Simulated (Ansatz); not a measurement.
Take HgTe in the zinc blende structure (space group F-43m, No. 216) as the base.

```
HgTe
1.0
    0.00000     3.25489     3.25489
    3.25489     0.00000     3.25489
    3.25489     3.25489     0.00000
Te Hg
1 1
Direct
  0.75000   0.75000   0.75000
  0.00000   0.00000   0.00000
```

Cartesian axes are those of the cell as printed.

Method: PBEsol/PAW in Ansatz (a first-principles code), no spin-orbit coupling.

Strains are applied to the cell and any free atomic positions relax.

One change was made to it. Results:

The pressure (mean of the normal stresses, compression positive) goes from zero to 1.3 GPa; the energy grows by 5.0 meV/atom.

Q: What was done to the base?
A) uniaxial strain ε_xx = −2.93 %
B) uniaxial strain ε_yy = +1.23 %
C) uniaxial strain ε_xx = +5.66 %
D) isotropic strain −5.31 %

A: A, uniaxial strain ε_xx = −2.93 %. For comparison, the energy relative to the base in the other runs: uniaxial strain ε_yy = +1.23 % gives +0.8 meV/atom; isotropic strain −5.31 % gives +144 meV/atom; uniaxial strain ε_xx = +5.66 % gives +17 meV/atom.

The mesh was chosen for an insulator and is coarse for the gapless case. Whether these cells are dynamically stable was not tested. All final runs are without spin polarisation.
